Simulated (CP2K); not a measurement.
Input and output of a self-consistent single point for PbS2 (I4/mcm, 6 atoms in the cell) (CP2K).

Method of the run: CP2K with LDA (Pade form), GPW, DZVP-MOLOPT-SR-GTH basis, GTH-PADE potentials (GTH_POTENTIALS).

The change in words: lattice scaled by 0.98. Reference geometry:
```
CELL_PARAMETERS angstrom
      5.75965     0.00000     0.00000
     -0.80701     5.70283     0.00000
     -2.47632    -2.85141     4.34866
ATOMIC_POSITIONS crystal
  Pb 0.75000 0.75000 0.00000
  Pb 0.25000 0.25000 0.00000
  S  0.11903 0.61903 0.73806
  S  0.88097 0.38097 0.26194
  S  0.61903 0.88097 0.50000
  S  0.38097 0.11903 0.50000
```

Reference input (self-consistent single point, DFT LDA (Pade form), GPW, DZVP-MOLOPT-SR-GTH basis, GTH-PADE potentials (GTH_POTENTIALS)): CUTOFF = 400 Ry; REL_CUTOFF = 50 Ry; SMEAR/METHOD = FERMI_DIRAC; ELECTRONIC_TEMPERATURE = 580.23 K; KPOINTS/SCHEME = MONKHORST-PACK 4 4 4; GAMMA_CENTERED = T; XC_FUNCTIONAL = PADE; Pb/BASIS_SET = DZVP-MOLOPT-SR-GTH-q4; Pb/POTENTIAL = GTH-PADE-q4; S/BASIS_SET = DZVP-MOLOPT-SR-GTH-q6; S/POTENTIAL = GTH-PADE-q6; METHOD = GPW. This run's input differs from it in these lines:

```diff
@@ -63,5 +63,5 @@
     &CELL
-      A 5.75964600 0.00000000 0.00000000
-      B -0.80701300 5.70282900 0.00000000
-      C -2.47631700 -2.85141400 4.34865700
+      A 5.64445400 0.00000000 0.00000000
+      B -0.79087400 5.58877200 0.00000000
+      C -2.42679000 -2.79438600 4.26168400
       PERIODIC XYZ
```

Log, with long lists cut:

```
 SCF WAVEFUNCTION OPTIMIZATION

  Step     Update method      Time    Convergence         Total energy    Change
     1 NoMix/Diag. 0.40E+00      -     0.59720873       -48.4953254962 -4.85E+01
     2 Broy./Diag. 0.40E+00      -     0.04358666       -48.0660070636  4.29E-01
     3 Broy./Diag. 0.40E+00      -     0.02174660       -48.3132988952 -2.47E-01
     4 Broy./Diag. 0.40E+00      -     0.00474483       -48.3320054103 -1.87E-02
     5 Broy./Diag. 0.40E+00      -     0.00086672       -48.2851092969  4.69E-02
     6 Broy./Diag. 0.40E+00      -     0.00042559       -48.2859273765 -8.18E-04
     7 Broy./Diag. 0.40E+00      -     0.00011643       -48.2828195105  3.11E-03
     8 Broy./Diag. 0.40E+00      -     0.00002493       -48.2836335680 -8.14E-04
     9 Broy./Diag. 0.40E+00      -     0.00000401       -48.2834905490  1.43E-04
    10 Broy./Diag. 0.40E+00      -     0.00000082       -48.2835115412 -2.10E-05
  *** SCF run converged in    10 steps ***

  Overlap energy of the core charge distribution:               0.00000000202597
  Self energy of the core charge distribution:               -111.33689179091641
  Core Hamiltonian energy:                                     24.40353694441896
  Hartree energy:                                              49.58763650539737
  Exchange-correlation energy:                                -10.93756200512041
  Electronic entropic energy:                                  -0.00023119409740
  Fermi energy:                                                 0.18740497900056

  Total energy:                                               -48.28351154115912
  Total energy (extrapolated to T->0):                        -48.28339594411042

   [... lines left out ...]

 STRESS| Analytical stress tensor [bar]
 STRESS|                        x                   y                   z
 STRESS|      x       -2.67105392057E+03  -8.98587754970E+03   6.02599211198E-03
 STRESS|      y       -8.98587754970E+03  -5.21408732921E+03  -2.72075714089E-02
 STRESS|      z        6.02599211198E-03  -2.72075714089E-02   5.13176682535E+03
 STRESS| 1/3 Trace                                            -9.17791474811E+02
```

The run converged in 10 iterations. Against the reference run the free energy drops by 18.5 meV/atom, the pressure goes from -3.93 to -0.09 GPa and the largest force goes from 0.182 to 0.655 eV/Å.

The starting cell comes from a database of computed structures (which also holds hypothetical and non-ambient phases and stackings), without a prior relaxation at this level. For this run, on top of that: lattice scaled by 0.98. Values carry the incompleteness of an atom-centred basis. The run gives no clean gap (levels at the Fermi energy touch, overlap or are partly filled at this smearing), which alone does not show that the compound is a metal.
